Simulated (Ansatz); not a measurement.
## Sn on the 1x1 (111) surface of fcc Cu, one in a 2x2 cell, started at the site 'hollow Cu-Cu-Cu over Cu at depth 2.1 Å'

Level of theory: PBE (plane waves to 420 eV, PAW; Ansatz, an electronic-structure program).

Slab: 17 atoms, 6.2 Å thick at the start under the adsorbate (thin: gaps and levels are the slab's own); k 6x6x1, smearing 0.1 eV, dipole-corrected; 8 atoms held, the rest relaxed; symmetry of the start imposed; spin-polarised, no spin-orbit, no U, no dispersion correction. The starting moment vanished. At the end it is bonded to 3 Cu. In PBE this state lies 0.04 eV over the lowest of the starts that converged ('bridge Cu-Cu (span 2.6 Å)').

| Item | Result |
|---|---|
| adsorption energy against an atom of beta tin | -0.057 eV |
| work function of the top face | 4.28 eV |
| change of the work function | -0.49 eV |
| change of the step from the bottom to the top vacuum level, against the clean slab | -0.52 eV |
| energy released by relaxation | 0.15 eV |
| height of the binding atom over the mean of the host atoms within 0.3 Å of the top one | 2.111 Å |
| magnetic moment of the cell | 0.00 μB |
| nearest host atoms of the binding atom | Cu at 2.62 Å, Cu at 2.62 Å, Cu at 2.62 Å |
| largest move of a host atom | 0.15 Å |
| cost | very roughly 15 core-minutes |

A negative adsorption energy means that the adsorbate is more stable on the surface than in its reference.
